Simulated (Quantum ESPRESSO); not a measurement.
A self-consistent single point of SrMg (Pmmn, 4 atoms in the cell) with Quantum ESPRESSO.

Method: PBEsol, GBRV 1.5 ultrasoft (PBESOL) pseudopotentials (plane waves; Quantum ESPRESSO).

```
CELL_PARAMETERS angstrom
      4.11196     0.00000     0.00000
      0.00000     6.03749     0.00000
      0.00000     0.00000     6.01119
ATOMIC_POSITIONS crystal
  Sr 0.00000 0.00000 0.90423
  Sr 0.50000 0.50000 0.09577
  Mg 0.50000 0.00000 0.41431
  Mg 0.00000 0.50000 0.58569
```

Reference input (self-consistent single point, DFT, PBEsol, plane waves, GBRV 1.5 ultrasoft (PBESOL) pseudopotentials): ecutwfc = 40 Ry; ecutrho = 200 Ry; occupations = smearing; smearing = fermi-dirac; degauss = 0.0099958 Ry; potentials = {Sr: sr_pbesol_v1.uspp.F.UPF, Mg: mg_pbesol_v1.4.uspp.F.UPF}; K_POINTS = automatic 6 4 4 0 0 0; conv_thr = 1e-08 Ry; mixing_beta = 0.7. This run's input differs from it in these lines:

```diff
@@ -31,3 +31,3 @@
 K_POINTS automatic
-6 4 4  0 0 0
+6 4 4  1 1 1
 CELL_PARAMETERS bohr
```

The program printed (abridged):

```
     Self-consistent Calculation

     iteration #  1     ecut=    40.00 Ry     beta= 0.70

     Threshold (ethr) on eigenvalues was too large:
     Diagonalizing with lowered threshold

     negative rho (up, down):  1.253E-01 0.000E+00

     total energy              =    -390.29191466 Ry
     estimated scf accuracy    <       0.19536663 Ry

     iteration #  2     ecut=    40.00 Ry     beta= 0.70

     negative rho (up, down):  1.282E-01 0.000E+00

     total energy              =    -390.32745756 Ry
     estimated scf accuracy    <       0.01584965 Ry

     iteration #  3     ecut=    40.00 Ry     beta= 0.70

     negative rho (up, down):  1.287E-01 0.000E+00

     total energy              =    -390.32950182 Ry
     estimated scf accuracy    <       0.01046460 Ry

   [... 3 blocks of this kind left out ...]

     iteration #  7     ecut=    40.00 Ry     beta= 0.70

     negative rho (up, down):  1.289E-01 0.000E+00

     total energy              =    -390.33185356 Ry
     estimated scf accuracy    <       0.00000003 Ry

     iteration #  8     ecut=    40.00 Ry     beta= 0.70

     negative rho (up, down):  1.289E-01 0.000E+00
     End of self-consistent calculation

     the Fermi energy is     5.2259 ev

!    total energy              =    -390.33185357 Ry
     estimated scf accuracy    <          1.7E-09 Ry
     smearing contrib. (-TS)   =      -0.01664394 Ry
     internal energy E=F+TS    =    -390.31520962 Ry

     convergence has been achieved in   8 iterations

     negative rho (up, down):  1.289E-01 0.000E+00

     Forces acting on atoms (cartesian axes, Ry/au):

     atom    1 type  1   force =     0.00000000    0.00000000   -0.00076805
     atom    2 type  1   force =     0.00000000    0.00000000    0.00076805
     atom    3 type  2   force =     0.00000000    0.00000000    0.00095482
     atom    4 type  2   force =     0.00000000    0.00000000   -0.00095482

     Total force =     0.001733     Total SCF correction =     0.000020

     negative rho (up, down):  1.289E-01 0.000E+00
          total   stress  (Ry/bohr**3)                   (kbar)     P=       -3.37
  -0.00001357   0.00000000   0.00000000           -2.00        0.00        0.00
   0.00000000  -0.00000860   0.00000000            0.00       -1.26        0.00
   0.00000000   0.00000000  -0.00004653            0.00        0.00       -6.85

   JOB DONE.
```

The run converged in 8 iterations. Against the reference run the free energy is nearly the same (within 1 meV/atom), the pressure moves little (-0.36 to -0.34 GPa) and the largest force goes from 0.047 to 0.025 eV/Å.

The starting cell comes from a database of computed structures (which also holds hypothetical and non-ambient phases and stackings), without a prior relaxation at this level. Its lattice was rescaled by a random factor within 2.5 % of one.

Cost on one core of a shared machine: roughly 30 s.
